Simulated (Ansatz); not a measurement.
# What biaxial strain +2.00 %, plane normal [001], relaxed out of plane does to Ag

Base system: Ag in the fcc (Cu type) structure (space group Fm-3m, No. 225; a = 4.054 Å; relaxed with 0.1 eV smearing). Axes: x, y, z lie along the cube axes.

The change: tensile biaxial strain of 2.00 % in the plane normal to [001], as in epitaxy on a mismatched substrate; the out-of-plane cell vector and the atoms relax.

Computed with PBEsol (Ansatz, a program for electronic structure; PAW; 420 eV plane waves; without spin-orbit coupling). Settings: 28×28×28 k-points, 0.1 eV Fermi–Dirac smearing.

```json
[
 {"quantity": "shortest interatomic distance", "base": "2.866 Å", "changed": "2.853 Å", "shift": "-0.013 Å"},
 {"quantity": "energy relative to the base (free energy F)", "base": "0 meV/atom", "changed": "+3.3 meV/atom", "shift": "+3.3 meV/atom"},
 {"quantity": "pressure (mean of the normal stresses, compression positive)", "base": "0.0 GPa", "changed": "-1.0 GPa", "shift": "-1.0 GPa"},
 {"quantity": "band gap", "base": "zero", "changed": "zero", "shift": "–"},
 {"quantity": "out-of-plane strain", "base": "–", "changed": "-3.00 %", "shift": "–"},
 {"quantity": "ratio −ε⊥/ε∥", "base": "–", "changed": "1.50", "shift": "–"},
 {"quantity": "mean in-plane stress (compression positive)", "base": "–", "changed": "-1.5 GPa", "shift": "–"}
]
```

Whether these cells are dynamically stable was not tested.
